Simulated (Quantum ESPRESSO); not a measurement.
Input and output of a self-consistent single point for MgCu₂ (Fd-3m, 6 atoms in the cell) (Quantum ESPRESSO).

Method: optB86b-vdW, GBRV 1.5 ultrasoft (PBE) pseudopotentials (plane waves; Quantum ESPRESSO).

```yaml
crystal:
  lattice:
    - [-3.48117, 0.00000, 3.48117]
    - [0.00000, 3.48117, 3.48117]
    - [-3.48117, 3.48117, 0.00000]
  atoms:
    - { symbol: Mg, position: [0.00000, 0.00000, 0.00000] }
    - { symbol: Mg, position: [0.25000, 0.25000, 0.25000] }
    - { symbol: Cu, position: [0.62500, 0.12500, 0.62500] }
    - { symbol: Cu, position: [0.62500, 0.62500, 0.62500] }
    - { symbol: Cu, position: [0.12500, 0.62500, 0.62500] }
    - { symbol: Cu, position: [0.62500, 0.62500, 0.12500] }
```

Reference input (self-consistent single point, DFT, PBEsol, plane waves, GBRV 1.5 ultrasoft (PBESOL) pseudopotentials): ecutwfc = 50 Ry; ecutrho = 400 Ry; occupations = smearing; smearing = gauss; degauss = 0.019992 Ry; potentials = {Mg: mg_pbesol_v1.4.uspp.F.UPF, Cu: cu_pbesol_v1.2.uspp.F.UPF}; K_POINTS = automatic 6 6 6 0 0 0; conv_thr = 1e-09 Ry. This run's input differs from it in these lines:

```diff
@@ -18,2 +18,3 @@
  degauss = 0.019992,
+ input_dft = 'vdw-df-ob86',
 /
@@ -23,4 +24,4 @@
 ATOMIC_SPECIES
-Mg    24.3050  mg_pbesol_v1.4.uspp.F.UPF
-Cu    63.5460  cu_pbesol_v1.2.uspp.F.UPF
+Mg    24.3050  mg_pbe_v1.4.uspp.F.UPF
+Cu    63.5460  cu_pbe_v1.2.uspp.F.UPF
 ATOMIC_POSITIONS {crystal}
```

Log, with long lists cut:

```
     Self-consistent Calculation

     iteration #  1     ecut=    50.00 Ry     beta= 0.70

     total energy              =   -1846.22682093 Ry
     estimated scf accuracy    <      27.48318218 Ry

     iteration #  2     ecut=    50.00 Ry     beta= 0.70

     total energy              =   -1860.36016845 Ry
     estimated scf accuracy    <      67.93872853 Ry

     iteration #  3     ecut=    50.00 Ry     beta= 0.70

     total energy              =   -1864.26486965 Ry
     estimated scf accuracy    <       7.55539579 Ry

   [... 11 blocks of this kind left out ...]

     iteration # 15     ecut=    50.00 Ry     beta= 0.70

     total energy              =   -1865.01331131 Ry
     estimated scf accuracy    <          1.3E-09 Ry

     iteration # 16     ecut=    50.00 Ry     beta= 0.70
     End of self-consistent calculation

   [... 5 lines left out ...]

   [... 5 lines left out ...]

     the Fermi energy is    12.0044 ev

!    total energy              =   -1865.01331131 Ry
     estimated scf accuracy    <          1.8E-11 Ry
     smearing contrib. (-TS)   =      -0.00907162 Ry
     internal energy E=F+TS    =   -1865.00423969 Ry

     convergence has been achieved in  16 iterations

     Forces acting on atoms (cartesian axes, Ry/au):

     atom    1 type  1   force =    -0.00000000   -0.00000000    0.00000000
   [... zero for the other atoms too ...]

     Total force =     0.000000     Total SCF correction =     0.000000

          total   stress  (Ry/bohr**3)                   (kbar)     P=       -1.91
  -0.00001296  -0.00000000  -0.00000000           -1.91       -0.00       -0.00
  -0.00000000  -0.00001296   0.00000000           -0.00       -1.91        0.00
  -0.00000000   0.00000000  -0.00001296           -0.00        0.00       -1.91

   JOB DONE.
```

The run converged in 16 iterations. Against the reference run the pressure goes from -1.56 to -0.19 GPa.

The starting cell comes from a database of computed structures (which also holds hypothetical and non-ambient phases and stackings), without a prior relaxation at this level. Spin polarisation is off.

Cost on one core of a shared machine: roughly 5 min.
